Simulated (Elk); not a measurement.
Elk run on Sr (Fm-3m, 1 atom in the cell): self-consistent single point.

Method: PBE, all-electron FP-LAPW, Elk's shipped species files, default APW+lo basis run with Elk 10.2.4.

```yaml
crystal:
  lattice:
    - [0.00000, 3.03088, 3.03088]
    - [3.03088, 0.00000, 3.03088]
    - [3.03088, 3.03088, 0.00000]
  atoms:
    - { symbol: Sr, position: [0.00000, 0.00000, 0.00000] }
```

Reference input (self-consistent single point, DFT, PBE, all-electron FP-LAPW, Elk's shipped species files, default APW+lo basis): xctype = 20; rgkmax = 7; stype = 3; swidth = 0.00367493 Ha; ngridk = 7 7 7. This run's input differs from it in these lines:

```diff
@@ -7,3 +7,3 @@
 rgkmax
-  7.0
+  5.86
```

The program printed (abridged):

```
│ Self-consistent loop started │
│ Loop number : 1 │
 total energy                :     -3181.42089681
│ Loop number : 2 │
 total energy                :     -3181.40458527
RMS change in Kohn-Sham potential (target) :   0.1324617935     (  0.1000000000E-05)
Absolute change in total energy (target)   :   0.1631154207E-01 (  0.1000000000E-03)
│ Loop number : 3 │
 total energy                :     -3180.83234020
RMS change in Kohn-Sham potential (target) :   0.8378908196E-01 (  0.1000000000E-05)
Absolute change in total energy (target)   :   0.5763229531     (  0.1000000000E-03)
│ Loop number : 4 │
   [... lines left out ...]
Absolute change in total energy (target)   :   0.4218401268E-03 (  0.1000000000E-03)
│ Loop number : 12 │
 total energy                :     -3179.90210243
RMS change in Kohn-Sham potential (target) :   0.1511091927E-06 (  0.1000000000E-05)
Absolute change in total energy (target)   :   0.1018389771E-03 (  0.1000000000E-03)
│ Loop number : 13 │
 total energy                :     -3179.90210389
RMS change in Kohn-Sham potential (target) :   0.3834184918E-07 (  0.1000000000E-05)
Absolute change in total energy (target)   :   0.2400389849E-04 (  0.1000000000E-03)
Convergence targets achieved

│ Loop number : 14 │

Energies :
 Fermi                       :     0.108839800817
 total energy                :     -3179.90210349

Density of states at Fermi energy :    34.45981536
 (states/Hartree/unit cell)

Estimated indirect band gap :   0.1006903597E-01
 from k-point     13 to k-point     20
Estimated direct band gap   :   0.1116233622E-01
 at k-point     13

Charges :
 core                        :    28.00000000
 valence                     :    10.00000000
 interstitial                :    2.116980215
 muffin-tins (core leakage)
  species :    1 (Sr)
   atom    1                 :    35.88301979     (  0.2875456854E-04)
 total in muffin-tins        :    35.88301979
 total calculated charge     :    38.00369570
 total charge                :    38.00000000
 error                       :   0.3695696440E-02

│ Self-consistent loop stopped │
```

The run converged in 14 iterations. The count includes the last loop, which Elk runs after its targets are met. Against the reference run the free energy goes up by 383 meV/atom.

The starting cell has typed, rounded lattice constants, without a prior relaxation at this level. Its lattice was rescaled by up to half a per cent. Values depend on the basis (sphere radii, cutoffs, local orbitals), which need not be converged. The log's line on a gap gives a spacing of levels on this mesh, which the program prints for metals too.
